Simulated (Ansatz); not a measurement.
Be, element substitutions

The reference is Be in the hcp (Mg type) structure (space group P6_3/mmc, No. 194; a = 2.257 Å, c = 3.553 Å).

Each row replaces one element on all its sites; cell and atoms are relaxed.

Computed with PBEsol in Ansatz (plane waves to 420 eV, PAW, no spin-orbit coupling).

| case | volume per atom | c/a ratio |
|---|---|---|
| base | 7.84 Å³ | 1.574 |
| Be → Zn | 14.01 Å³ | 1.767 |
| Be → Ba | 57.93 Å³ | 1.635 |
| Be → Lu | … | … |
| Be → Al | 16.32 Å³ | 1.668 |

Problem. What belongs in the blanks?

Solution. 
- Be → Lu, volume per atom: 27.49 Å³
- Be → Lu, c/a ratio: 1.553

No phonon test of stability was made. As relaxed here, Ba is a hypothetical phase, not in the database extracts checked. For Al in this form, whether it has been made was not checked. This is not the structure that Al has at room temperature and ambient pressure.

Ansatz is a program for electronic structure.
